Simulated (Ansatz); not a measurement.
Take AlAs in the zinc blende structure (space group F-43m, No. 216; a = 5.6747 Å) as the base. Axes: x, y, z lie along the cube axes.

The change: tensor shear ε_xy = −1.81 % (engineering shear γ = -0.0362), atoms relaxed at fixed cell.

Levels (all Ansatz, an electronic-structure program, PAW): PBEsol (420 eV, scalar-relativistic without spin-orbit coupling); HSE06+SOC (420 eV, noncollinear with spin-orbit coupling).

The geometry is relaxed with PBEsol.

| Item | Result |
|---|---|
| PBEsol valence-band top at Γ | 0.00, -0.17, -0.30 eV |
| PBEsol lowest conduction level above the VBM at special points | X 1.11 eV; T 1.18 eV; Γ 1.71 eV |

With HSE06+SOC at the same geometry, the valence-band top at Γ (three highest Kramers pairs, from the VBM) changes from 0.00, -0.17, -0.30 eV to 0.00, -0.19, -0.48 eV; the lowest conduction level above the VBM at special points goes from X 1.11 eV; T 1.18 eV; Γ 1.71 eV to X 1.79 eV; T 1.86 eV; Γ 2.62 eV.

Single points use the geometry relaxed with PBEsol. The hybrid gap comes from the SCF mesh plus the semilocal run's edge points and a few special points and is an upper bound. Differences between runs with and without spin-orbit coupling are approximate. The levels and masses belong to the bands next to the band gap. The cells carry an imposed strain or load. Stability against distortions was not tested. k-point labels follow each cell's own Brillouin zone.
